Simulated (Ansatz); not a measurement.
Start from CoCl2 in the CdI2 type structure (space group P-3m1, No. 164; ferromagnetic; a model cell, its experimental status unchecked; layered, stacked along the Cartesian z axis).

```yaml
crystal:
  lattice:
    - [3.52599, 0.00000, 0.00000]
    - [-1.76300, 3.05360, 0.00000]
    - [0.00000, 0.00000, 5.69700]
  atoms:
    - { symbol: Co, position: [0.00000, 0.00000, 0.00000] }
    - { symbol: Cl, position: [0.33333, 0.66667, 0.23228] }
    - { symbol: Cl, position: [0.66667, 0.33333, 0.76772] }
```

Cartesian axes are those of the cell as printed.

All numbers come from r2SCAN+rVV10 (Ansatz, a first-principles code), spin-orbit coupling left out.

Before the change:

* **Smallest direct gap**: 1.57 eV
* **Largest site moment**: 2.60 μB

It is then changed as follows: the cell is stretched by 4.48 % along z with no lateral relaxation, atoms relaxed at fixed cell.

### Question
Estimate the effect on the energy relative to the base.

### Answer
The energy increases by 2.8 meV/atom.

### Question
What happens to the stress?

### Answer
The stress (xx, yy, zz, yz, xz, xy; compression positive) amounts to (-0.3, -0.3, -0.9, 0.0, 0.0, 0.0) GPa.

### Question
Predict the new smallest direct gap.

### Answer
The smallest direct gap increases by 0.02 eV, from 1.57 eV to 1.59 eV.

### Question
Predict the new largest site moment.

### Answer
The largest site moment is still 2.60 μB.

The cells carry an imposed strain or load. Whether these cells are dynamically stable was not tested. No Hubbard U is applied and the magnetic state is the run's own (CoCl2 ferromagnetic); small cells can't hold the antiferromagnetic order that many such compounds have, so gaps and moments can be off.
